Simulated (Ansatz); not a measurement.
Base system: AlRu in the CsCl type structure (space group Pm-3m, No. 221; relaxed with 0.1 eV smearing).

```
AlRu
1.0
    2.98315     0.00000     0.00000
    0.00000     2.98315     0.00000
    0.00000     0.00000     2.98315
Al Ru
1 1
Direct
  0.50000   0.50000   0.50000
  0.00000   0.00000   0.00000
```

The values are results of r2SCAN (Ansatz, an electronic-structure program), no SOC, not measurements.

Strains are applied to the cell and any free atomic positions relax.

One change was made to it. Results:

The energy goes up by 2.0 meV/atom; the pressure goes from zero to -3.2 GPa.

### Question
Which of these changes matches the shifts?
A) isotropic strain +3.00 %
B) isotropic strain +0.50 %
C) isotropic strain +1.50 %
D) isotropic strain +2.00 %
E) isotropic strain +1.00 %

### Answer
B, isotropic strain +0.50 %. For comparison, the energy relative to the base in the other runs: isotropic strain +2.00 % gives +31 meV/atom; isotropic strain +1.50 % gives +18 meV/atom; isotropic strain +3.00 % gives +67 meV/atom; isotropic strain +1.00 % gives +7.9 meV/atom.

Stability against distortions was not tested. The final runs are not spin-polarised.
